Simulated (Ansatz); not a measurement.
InP (F-43m) under biaxial stress xx = yy (compression positive): band gap by PBEsol with spin-orbit coupling, rigid bands (plane waves, PAW; Ansatz, a program for electronic structure). The unloaded cell, whose axes the loads refer to:

```yaml
crystal:
  lattice:
    - [0.00000, 2.93916, 2.93916]
    - [2.93916, 0.00000, 2.93916]
    - [2.93916, 2.93916, 0.00000]
  atoms:
    - { symbol: In, position: [0.00000, 0.00000, 0.00000] }
    - { symbol: P, position: [0.25000, 0.25000, 0.25000] }
```

| biaxial stress xx = yy (compression positive) (GPa) | volume per atom (Å³) | band gap (eV) |
|---|---|---|
| -2 | 25.90 | 0.30 |
| -1 | 25.64 | 0.43 |
| 0 | 25.39 | ? |
| 1 | 25.14 | 0.56 |
| 2 | 24.89 | 0.57 |

Question: Fit a straight line to band gap against the load over the rows given, and predict the row at 0 GPa.

Answer: The means are x̄ = 0.000 GPa and ȳ = 0.4650; Σ(x − x̄)(y − ȳ) = 0.6700 and Σ(x − x̄)² = 10.00, so the slope is 67.0 meV per GPa, and the rows given lie within 32 meV of the line. At 0 GPa the line gives 0.46 eV; the calculation gives 0.54 eV, 14 % from it, so the trend bends or changes character over this range.

 Stresses and pressures are the targets of the relaxation. Gaps are resolved to about 0.01 eV. The structure type is held at every load. Geometry: cell and atoms relaxed with PBEsol.
